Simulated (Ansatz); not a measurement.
# Hypothetical rock salt CrGe, point defects

The reference is a 16-atom supercell of CrGe in the rock salt structure (space group Fm-3m, No. 225; a = 4.933 Å; ferromagnetic; a hypothetical phase, not in the database extracts checked) at its relaxed geometry.

One neutral defect a cell, atoms relaxed at fixed cell.

The values are results of PBEsol, PAW, 420 eV (Ansatz, an electronic-structure program; no spin-orbit coupling), not measurements.

| variant | pressure | energy gained by relaxation | largest displacement of a host atom from its site in the perfect cell |
|---|---|---|---|
| perfect supercell | 0.0 GPa | – | – |
| Ti on a Cr site, symmetric start | 2.4 GPa | 0.14 eV | 0.06 Å |
| Cd on a Ge site, symmetric start | 4.1 GPa | 0.72 eV | 0.14 Å |
| Mo on a Cr site, symmetric start | 2.7 GPa | 0.13 eV | 0.05 Å |

Other magnetic orders, which the real material may have, were not ruled out. In so small a cell the defect repeats every few ångströms: this is an ordered compound, not a dilute defect. The defect started on the symmetric site and kept its symmetry, so it may sit on a saddle.
